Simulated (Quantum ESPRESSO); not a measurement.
Worked example: self-consistent single point of P3IrO9 (P-1, 26 atoms in the cell) in Quantum ESPRESSO.

Method of the run: PBEsol, GBRV 1.5 ultrasoft (PBESOL) pseudopotentials (plane waves; Quantum ESPRESSO 7.5).

```
CELL_PARAMETERS angstrom
      5.07141     0.00000     0.00000
     -0.30973     7.08644     0.00000
     -0.42684    -1.56523    10.33268
ATOMIC_POSITIONS crystal
  P  0.49884 0.32830 0.63899
  P  0.50116 0.67170 0.36101
  P  0.47568 0.04149 0.81807
  P  0.52432 0.95851 0.18193
  P  0.23615 0.31384 0.22764
  P  0.76385 0.68616 0.77236
  Ir 0.00000 0.00000 0.00000
  Ir 0.00000 0.50000 0.50000
  O  0.33119 0.87976 0.07088
  O  0.66881 0.12024 0.92912
  O  0.45426 0.86894 0.30966
  O  0.54574 0.13106 0.69034
  O  0.61965 0.47902 0.76068
  O  0.38035 0.52098 0.23932
  O  0.92011 0.70401 0.65448
  O  0.07989 0.29599 0.34552
  O  0.65968 0.33534 0.52113
  O  0.34032 0.66466 0.47887
  O  0.48416 0.17916 0.23004
  O  0.51584 0.82084 0.76996
  O  0.90388 0.72534 0.90447
  O  0.09612 0.27466 0.09553
  O  0.81330 0.92824 0.16048
  O  0.18670 0.07176 0.83952
  O  0.79586 0.65278 0.37691
  O  0.20414 0.34722 0.62309
```

Reference input (self-consistent single point, DFT, PBEsol, plane waves, GBRV 1.5 ultrasoft (PBESOL) pseudopotentials): ecutwfc = 40 Ry; ecutrho = 320 Ry; occupations = smearing; smearing = gauss; degauss = 0.0036749 Ry; potentials = {P: p_pbesol_v1.5.uspp.F.UPF, Ir: ir_pbesol_v1.2.uspp.F.UPF, O: o_pbesol_v1.2.uspp.F.UPF}; K_POINTS = automatic 3 2 2 0 0 0; conv_thr = 1e-10 Ry; mixing_beta = 0.7. This run's input differs from it in these lines:

```diff
@@ -19,3 +19,3 @@
 &electrons
-    conv_thr = 1.0d-10,
+    conv_thr = 7.3e-06,
     mixing_beta = 0.7,
```

Output, abridged:

```
     Self-consistent Calculation

     iteration #  1     ecut=    40.00 Ry     beta= 0.70

     negative rho (up, down):  6.275E-01 0.000E+00

     total energy              =   -1033.80917746 Ry
     estimated scf accuracy    <       6.93047327 Ry

     iteration #  2     ecut=    40.00 Ry     beta= 0.70

     negative rho (up, down):  6.772E-01 0.000E+00

     total energy              =   -1034.61741215 Ry
     estimated scf accuracy    <      11.87994160 Ry

     iteration #  3     ecut=    40.00 Ry     beta= 0.70

     negative rho (up, down):  6.620E-01 0.000E+00

     total energy              =   -1037.01047290 Ry
     estimated scf accuracy    <       0.77209003 Ry

   [... 4 blocks of this kind left out ...]

     iteration #  8     ecut=    40.00 Ry     beta= 0.70

     negative rho (up, down):  6.540E-01 0.000E+00

     total energy              =   -1037.13200115 Ry
     estimated scf accuracy    <       0.00005141 Ry

     iteration #  9     ecut=    40.00 Ry     beta= 0.70

     negative rho (up, down):  6.539E-01 0.000E+00
     End of self-consistent calculation

     the Fermi energy is     5.0446 ev

!    total energy              =   -1037.13200671 Ry
     estimated scf accuracy    <       0.00000636 Ry
     smearing contrib. (-TS)   =      -0.00000000 Ry
     internal energy E=F+TS    =   -1037.13200671 Ry

     convergence has been achieved in   9 iterations

     negative rho (up, down):  6.539E-01 0.000E+00

     Forces acting on atoms (cartesian axes, Ry/au):

     atom    1 type  1   force =     0.00252510    0.01258673   -0.00319134
     atom    2 type  1   force =    -0.00252510   -0.01258673    0.00319134
     atom    3 type  1   force =     0.00530217   -0.00473516    0.01057041
     atom    4 type  1   force =    -0.00530217    0.00473516   -0.01057041
     atom    5 type  1   force =    -0.00119288   -0.00359108    0.00537679
   [... lines left out ...]
     Total force =     0.066591     Total SCF correction =     0.007585
   [... lines left out ...]

     negative rho (up, down):  6.539E-01 0.000E+00
          total   stress  (Ry/bohr**3)                   (kbar)     P=      -36.48
  -0.00025009   0.00000283  -0.00000084          -36.79        0.42       -0.12
   0.00000283  -0.00024592   0.00000081            0.42      -36.18        0.12
  -0.00000084   0.00000081  -0.00024801           -0.12        0.12      -36.48

   JOB DONE.
```

The run converged in 9 iterations. Against the reference run the free energy is nearly the same (within 1 meV/atom), the pressure goes from -3.51 to -3.65 GPa, the largest force moves little (0.472 to 0.475 eV/Å) and the gap on the mesh moves little (1.971 to 1.970 eV). The full log also holds: “SCF correction compared to forces is large: reduce conv_thr to get better values”.

The starting cell comes from a database of computed structures (which also holds hypothetical and non-ambient phases and stackings), without a prior relaxation at this level. Its lattice was rescaled by a random factor within 2.5 % of one. Spin-orbit coupling is off. With a pressure of about -4 GPa the cell is away from its equilibrium volume at this level.

Cost on one core of a shared machine: roughly 6 min.
